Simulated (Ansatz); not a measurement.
**GaSb: energy against volume**

GaSb (zinc blende, F-43m, 27.664 Å³/atom and stress up to 0.01 GPa in the relaxed cell, cube axes along x, y and z) under an equal strain ε along all three axes. LDA in Ansatz, a plane-wave DFT program (PAW, default set), 420 eV, 13×13×13 Γ-centred mesh, Fermi-Dirac smearing 0.05 eV; ions are relaxed, or left where forces stay under 0.02 eV/Å, within the symmetry of each cell.

Here V stands for volume and E for E less E0.

| volume (Å³/atom) | E less E0 (meV/atom) | pressure (GPa) |
|---|---|---|
| 26.0372 | 18.62 | 3.90 |
| 26.4378 | 10.26 | 2.81 |
| 26.8424 | 4.46 | 1.80 |
| 27.2512 | 1.09 | 0.87 |
| 27.6641 | 0.00 | 0.00 |
| 28.0811 | 1.05 | -0.80 |
| 28.5023 | 4.15 | -1.54 |
| 28.9277 | 9.18 | -2.23 |
| 29.3574 | 16.04 | -2.87 |
| 30.2293 | ? | ? |

Fit E of the 9 rows that show it with the third-order Birch-Murnaghan form, a cubic in V^(-2/3). With u = V^(-2/3) - 0.1094, the rows have u = 0.0044336, 0.0032808, 0.0021456, 0.0010272, -0.0000743, -0.0011593, -0.0022283, -0.0032816, -0.0043196. Least squares gives E = -0.006 + 131.2·u + 903761·u² + 3160066·u³. Residuals (row less fit): 0.004, -0.004, -0.007, 0.004, 0.011, -0.002, -0.004, -0.004, 0.004; standard error 0.007 (degrees of freedom: 5). Its minimum lies at u = -0.0000726, so V0 = (0.1093274)^(-3/2) = 27.66. There d²E/du² = 1806000 and d³E/du³ = 1.896e7, so B0 = (4/9) × 27.66^(-7/3) × 1806000 × 0.160218 = 55.6 GPa (the last factor turns the table's units into GPa), and B0' = 4 + (2/3) × 0.1093274 × (1.896e7)/1806000 = 4.8. B0' rests on the cubic coefficient alone and has a standard error of 0.1 from these residuals.

Task: What does the fit predict for E at V = 30.2293, and how far is the calculated value from it?

Result: u = -0.0063500, so E = -0.006 + 131.2 × (-0.0063500) + 903761 × (-0.0063500)² + 3160066 × (-0.0063500)³ = 34.794 meV/atom. The calculation gives 34.82 meV/atom, 0.026 meV/atom above the prediction (0.1 % of the range of E in the table). The row lies outside the fitted rows, so this is an extrapolation. From the scatter of the fitted rows alone, a prediction at this place has a standard error of 0.030 meV/atom, so the miss is 0.9 times that.

This level leaves no gap over 0.05 eV at strain 0.50, 1.00, 1.50, 2.00, 3.00 %. Spin-orbit coupling is left out, which can shift these values for the heavy elements here. Other structures, which can take over under pressure, weren't tried. The same form fitted to the pressure column gives B0' = 4.8; series where the two differ by over 0.4 aren't shown. Rows are the converged runs of the series near zero and its far end, less any whose ions stayed unrelaxed beside relaxed ones; series whose fitted rows scatter by over a few per cent of the range, as at a crossing or softening among them, aren't shown in this form.
